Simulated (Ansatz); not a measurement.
Take Ge in the diamond structure (space group Fd-3m, No. 227; a = 5.6744 Å) as the base. Axes: x, y, z lie along the cube axes.

All numbers come from DFT with r2SCAN, PAW potentials and a 500 eV plane-wave cutoff in Ansatz (an electronic-structure program), spin-orbit coupling left out.

Strains are applied to the cell and any free atomic positions relax; under biaxial strain the out-of-plane vector relaxes too.

One change was made to it. Results:

```tsv
quantity	base	after
smallest direct gap	0.36 eV	0.54 eV
valley order (the lowest conduction-band minima on the path, energy above the VBM, named in the base's zone)	Γ 0.36 eV; L along ⟨111⟩ 0.44 eV; a point along ⟨100⟩, about 0.9 Å⁻¹ from Γ 0.79 eV	L along [1-1-1] 0.38 eV; a point along [100], about 0.9 Å⁻¹ from Γ 0.48 eV; Γ 0.54 eV; a point along [001], about 0.9 Å⁻¹ from Γ 0.92 eV
shortest interatomic distance	2.457 Å	2.431 Å
```

Name the change that was made.
A. biaxial strain −1.50 %, plane normal [001], relaxed out of plane
B. biaxial strain −1.00 %, plane normal [001], relaxed out of plane
C. biaxial strain −2.50 %, plane normal [001], relaxed out of plane

C, biaxial strain −2.50 %, plane normal [001], relaxed out of plane. For comparison, the valley order in the other runs: biaxial strain −1.50 %, plane normal [001], relaxed out of plane gives L along [1-1-1] 0.42 eV; Γ 0.47 eV; a point along [100], about 0.9 Å⁻¹ from Γ 0.61 eV; a point along [001], about 0.9 Å⁻¹ from Γ 0.87 eV; biaxial strain −1.00 %, plane normal [001], relaxed out of plane gives L along [1-1-1] 0.43 eV; Γ 0.44 eV; a point along [100], about 0.9 Å⁻¹ from Γ 0.67 eV; a point along [001], about 0.9 Å⁻¹ from Γ 0.84 eV.

Stability against distortions was not tested. The real Ge has an indirect gap at ambient pressure; r2SCAN orders its close-lying valleys differently.
